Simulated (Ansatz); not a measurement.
What uniaxial strain ε_xx = −2.00 % does to WSi2

The parent structure is WSi$_{2}$ (space group I4/mmm, No. 139; a = 3.185 Å, c = 7.773 Å; relaxed with 0.1 eV smearing). Axes: x, y, z lie along a, b, c of the conventional cell.

Perturbation: uniaxial strain ε_xx = −2.00 %, all other strain components held at zero, atoms relaxed at fixed cell.

All numbers come from DFT with LDA, PAW potentials and a 420 eV plane-wave cutoff in Ansatz (a program for electronic structure), no spin-orbit coupling. k-mesh 25×25×25 (Γ-centred); smearing 0.1 eV (Fermi–Dirac).

Volume per atom: 12.88 Å³ (base 13.14 Å³)
Space group: Immm (No. 71) (base I4/mmm (No. 139))
Energy relative to the base (free energy F): +7.7 meV/atom
Pressure (mean of the normal stresses, compression positive): 4.9 GPa (base 0.0 GPa)
Band gap: zero (base zero)
Stress (xx, yy, zz, yz, xz, xy; compression positive): (9.5, 2.8, 2.2, 0.0, 0.0, 0.0) GPa

Final structure:

```xyz
3
Lattice="-1.5608 1.5926 3.8866 1.5608 -1.5926 3.8866 1.5608 1.5926 -3.8866" Properties=species:S:1:pos:R:3 pbc="T T T"
Si     0.0000     0.0000     5.1744
Si     0.0000     0.0000     2.5987
W      0.0000     0.0000     0.0000
```

Whether these cells are dynamically stable was not tested. All final runs are without spin polarisation.
